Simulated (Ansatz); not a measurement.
## ZrB2: response to strain

Start from ZrB₂ (space group P6/mmm, No. 191; a = 3.1552 Å, c = 3.5062 Å; relaxed with 0.1 eV smearing). Axes: x lies along a and z along c of the hexagonal cell.

Strains are applied to the cell and any free atomic positions relax.

Method: PBEsol (Ansatz, an electronic-structure program; PAW; 420 eV plane waves; without spin-orbit coupling).

Candidates:
(a) uniaxial strain ε_xx = +3.00 %
(b) uniaxial strain ε_xx = −2.50 %
(c) uniaxial strain ε_xx = −0.50 %
(d) uniaxial strain ε_xx = +1.00 %

Notes on the quantities. energy relative to the base: free energy F.

**Question.** Order them by energy relative to the base, highest first.

**Answer.** (a) uniaxial strain ε_xx = +3.00 % (+16 meV/atom), (b) uniaxial strain ε_xx = −2.50 % (+12 meV/atom), (d) uniaxial strain ε_xx = +1.00 % (+1.8 meV/atom), (c) uniaxial strain ε_xx = −0.50 % (+0.5 meV/atom)

No phonon test of stability was made. All final runs are without spin polarisation.
